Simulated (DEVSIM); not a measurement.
System: Schottky contact on p-type GaAs, at 300 K.

Layer 1 from the left is GaAs, thickness (μm) 2.70, Na (cm⁻³) 5.2e16, τn (s) 4.4e-9, τp (s) 4.4e-9.

Left contact: Schottky, work function 4.874 eV, emission velocity 5.8e6 cm/s. Right contact: ohmic. Voltage is applied to the left contact. Recombination: SRH at mid-gap. Mobility is constant in doping.

The device is made up for the run: typed textbook-type constants, with dimensions and the other settings drawn at random. Values at 300 K.

GaAs: gap (eV) 1.424, affinity (eV) 4.07, permittivity 12.9, Nc (cm⁻³) 4.7e17, Nv (cm⁻³) 9e18, μn (cm²/Vs) 8500, μp (cm²/Vs) 400.

Q: Estimate by hand the built-in potential, the peak field at zero bias, the capacitance at 4 V, and compare with a numerical solution.

A: 
- Built-in potential: barrier φB = 0.620 eV; Vbi = φB − kT/q ln(N_band/N) = 0.487 V; numerical 0.487 V.
- Peak field at zero bias: depletion approximation: W = √(2εVbi/(qN)) = 0.116 μm with N = 5.20e16 cm⁻³; field = 2Vbi/W = 84300 V/cm; numerical 81600 V/cm (estimate above by 3.2 %).
- Capacitance at 4 V: C = √(qεN / 2(Vbi + |V|)) = 32.6 nF/cm²; numerical 32.7 nF/cm².

Model (solved in DEVSIM): 1D drift-diffusion, Boltzmann statistics, complete ionisation; no tunnelling, impact ionisation, image-force lowering or self-heating. Metal contacts follow the ideal Schottky-Mott rule: no Fermi-level pinning, no interface dipoles.
